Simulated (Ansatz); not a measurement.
SrMgF₄ (Cmc2₁, No. 36, 12 atoms in the cell; start COD 7218677) was calculated with B3LYP (VWN-RPA form) in Ansatz (plane waves, PAW).

Run with plane-wave cutoff 460 eV, 6×6×4 k mesh (along the axes of the cell as run), Fermi–Dirac smearing 0.01 eV, scalar-relativistic PAW data made under PBE.

Cell (measured lattice):

```cif
data_F8Mg2Sr2
_chemical_formula_sum 'Sr2 Mg2 F8'
_space_group_name_H-M_alt 'P 1'
_space_group_IT_number 1
_cell_length_a 7.50670
_cell_length_b 7.50670
_cell_length_c 5.63800
_cell_angle_alpha 90.000
_cell_angle_beta 90.000
_cell_angle_gamma 149.595
loop_
_space_group_symop_operation_xyz
  'x, y, z'
loop_
_atom_site_label
_atom_site_type_symbol
_atom_site_fract_x
_atom_site_fract_y
_atom_site_fract_z
_atom_site_occupancy
Sr1 Sr 0.34180 0.65820 0.54620 1
Sr2 Sr 0.65820 0.34180 0.04620 1
Mg1 Mg 0.91650 0.08350 0.09480 1
Mg2 Mg 0.08350 0.91650 0.59480 1
F1 F 0.41570 0.58430 0.11300 1
F2 F 0.58430 0.41570 0.61300 1
F3 F 0.79990 0.20010 0.28690 1
F4 F 0.20010 0.79990 0.78690 1
F5 F 0.03270 0.96730 0.92910 1
F6 F 0.96730 0.03270 0.42910 1
F7 F 0.83980 0.16020 0.81300 1
F8 F 0.16020 0.83980 0.31300 1
```

Question: Predict the band gap and smallest direct gap on the k points sampled.

Answer: 
band gap: 9.29 eV
smallest direct gap on the k points sampled: 9.38 eV

Note: the file's cell can be that of a phase stable at another temperature; cell and atoms aren't relaxed at this level (largest force component 0.15 eV/Å, pressure 1.9 GPa).

Spin–orbit coupling is not included.

The result took around 19 core-minutes (rough).

Ansatz is a quantum-chemistry and plane-wave program.
